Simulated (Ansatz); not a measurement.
Be₅Au (F-43m, No. 216), treated with PBEsol in Ansatz (PAW).

Input:

Ansatz 0.2 input:
```yaml
crystal:
  lattice:
    - [0.0, 3.0359993871, 3.0359993871]
    - [3.0359993871, 0.0, 3.0359993871]
    - [3.0359993871, 3.0359993871, 0.0]
  atoms:
    - { symbol: Be, position: [0.25, 0.25, 0.25] }
    - { symbol: Be, position: [0.624771925, 0.624771925, 0.624771925] }
    - { symbol: Be, position: [0.125684225, 0.624771925, 0.624771925] }
    - { symbol: Be, position: [0.624771925, 0.125684225, 0.624771925] }
    - { symbol: Be, position: [0.624771925, 0.624771925, 0.125684225] }
    - { symbol: Au, position: [0.0, 0.0, 0.0] }
basis:
  ecutwfc: 520
  ecutrho_ratio: 4
  xc_grid: 2
kpoints:
  mp_grid: { grid: [16, 16, 16] }
hamiltonian:
  xc: pbesol
  dispersion: none
  pseudopotentials: { kind: paw }
scf:
  occupations: { method: fermi_dirac, width: 0.05 }
  convergence: { dr2_threshold: 0.0000000006 }
output:
  forces: true
  stress: true
  eigenvalues: true
```

The run printed, among other lines:

```
Crystal: 6 atoms, lattice volume = 55.967 Å³
Basis set: ecut = 520 eV, 1459 PW (Γ), exchange–correlation on 64×64×64 points (8 copies of the dense FFT grid, shifted against one another)
Bands: 21, of which v1, the nominal top of the filled ones, is band 15 counted from 1 (14 counted from 0)
Symmetry: 24 space group operations
Space group: F-43m (ITA 216), of the structure as read, at distance tolerance 3.8e-5 Å
k-points: 145 of 4096 (time reversal used)
Functional: x = pbesol(κ = 0.804, μ = 0.12345679012345678), c = pbesol(β = 0.046)
SCF iter   1: F=—  HF=-13459.570974 eV  |F-HF|=—  |Δ(HF+E_count)|=         —  Δρ=1.96e-3  dr2=1.65e-3
SCF iter   2: F=—  HF=-13459.570526 eV  |F-HF|=—  |Δ(HF+E_count)|=   4.48e-4  Δρ=1.10e-3  dr2=6.52e-4
  ...
SCF iter   6: F=—  HF=-13459.570206 eV  |F-HF|=—  |Δ(HF+E_count)|=   7.00e-9  Δρ=1.67e-6  dr2=1.85e-9
SCF iter   7: F=-13459.570206 eV  HF=-13459.570206 eV  |F-HF|=1.73e-10  |Δ(HF+E_count)|=  3.33e-10  Δρ=5.28e-7  dr2=2.01e-10
SCF 1 converged in 7 iterations: F = -13459.570206 eV  dr2 = 2.01e-10
SCF converged after 7 iterations
Free energy (F): -13459.570206 eV
Internal energy: -13459.563110 eV  (E = F + TS)
E sigma→0 (E₀):  -13459.566658 eV
Fermi energy:    12.858234 eV
--- Forces (eV/Å), atoms counted from 1 ---
  atom   1  Be    -0.00000000    -0.00000000    -0.00000000
  atom   2  Be    -0.00177702    -0.00177702    -0.00177702
  atom   3  Be    -0.00177702     0.00177702     0.00177702
  atom   4  Be     0.00177702    -0.00177702     0.00177702
  atom   5  Be     0.00177702     0.00177702    -0.00177702
  atom   6  Au    -0.00000000     0.00000000    -0.00000000
--- Stress (GPa, compression-positive) ---
        0.010033       0.000000      -0.000000
       -0.000000       0.010033       0.000000
       -0.000000       0.000000       0.010033
  P = ⅓ Tr σ = 0.0100 GPa (0.100 kbar)
```

The PAW data were made under PBE.

Ansatz is a quantum-chemistry and plane-wave program.
